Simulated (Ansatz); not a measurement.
## Os in the hcp (Mg type) structure (space group P6_3/mmc, No. 194)

```cif
data_Os2
_chemical_formula_sum 'Os2'
_space_group_name_H-M_alt 'P 1'
_space_group_IT_number 1
_cell_length_a 2.73887
_cell_length_b 2.73887
_cell_length_c 4.31684
_cell_angle_alpha 90.000
_cell_angle_beta 90.000
_cell_angle_gamma 120.000
loop_
_space_group_symop_operation_xyz
  'x, y, z'
loop_
_atom_site_label
_atom_site_type_symbol
_atom_site_fract_x
_atom_site_fract_y
_atom_site_fract_z
_atom_site_occupancy
Os1 Os 0.33333 0.66667 0.75000 1
Os2 Os 0.66667 0.33333 0.25000 1
```

All numbers come from Ansatz (an electronic-structure program), r2SCAN, PAW, cutoff 500 eV, no SOC, earlier PAW set. Settings: 19×19×11 k-points, 0.05 eV Fermi–Dirac smearing.

| Quantity | Result |
|---|---|
| Volume per atom | 14.02 Å³ |
| Density | 22.53 g/cm³ |
| Band gap | zero |
| Total energy | -11398.823 eV/atom (σ→0; compares only within this code and set-up) |

Whether these cells are dynamically stable was not tested. All final runs are without spin polarisation.
